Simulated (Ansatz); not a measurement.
NdCu₂ (Imma, No. 74), treated with r²SCAN in Ansatz (plane waves, PAW).

Run with plane-wave cutoff 500 eV, 16×16×16 k mesh, Fermi–Dirac smearing 0.1 eV, spin-polarised start, scalar-relativistic PAW data made under PBE.

Computed at the level's own relaxed cell.

Question: Predict the equilibrium volume per atom.

Answer: 
equilibrium volume per atom: 19.13 Å³/atom

Note: the magnetic order was assumed, not searched for or taken from measurement; the 4f shell is treated without U or exact exchange, so its levels and filling can be wrong.

Spin–orbit coupling is not included.

The computed numbers hold no vibrational or temperature effects.

Ansatz is a quantum-chemistry and plane-wave program.
